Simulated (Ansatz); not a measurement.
**Nb under a change: pressure 15 GPa**

The reference is Nb in the bcc (W type) structure (space group Im-3m, No. 229; a = 3.2712 Å).

Modification: cell and atoms relaxed at a pressure of 15 GPa.

Computed with PBEsol (Ansatz, a first-principles code), spin-orbit coupling left out, earlier PAW set. k-mesh 20×20×20 (Γ-centred); smearing 0.05 eV (Fermi–Dirac).

```json
[
 {"quantity": "density", "base": "8.81 g/cm³", "changed": "9.47 g/cm³", "shift": "+0.654 g/cm³"},
 {"quantity": "lattice parameter a", "base": "3.271 Å", "changed": "3.194 Å", "shift": "-0.077 Å"},
 {"quantity": "enthalpy H = E + PV relative to the base's energy", "base": "–", "changed": "+1.58 eV/atom", "shift": "–"},
 {"quantity": "band gap", "base": "zero", "changed": "zero", "shift": "–"}
]
```

Cost of the whole job for the changed cell (relaxation, final SCF and bands): roughly 15 core-seconds.

Load acts through the strain it causes; cell and atoms are relaxed under it. Whether these cells are dynamically stable was not tested. No other phases were tried under pressure. All final runs are without spin polarisation.
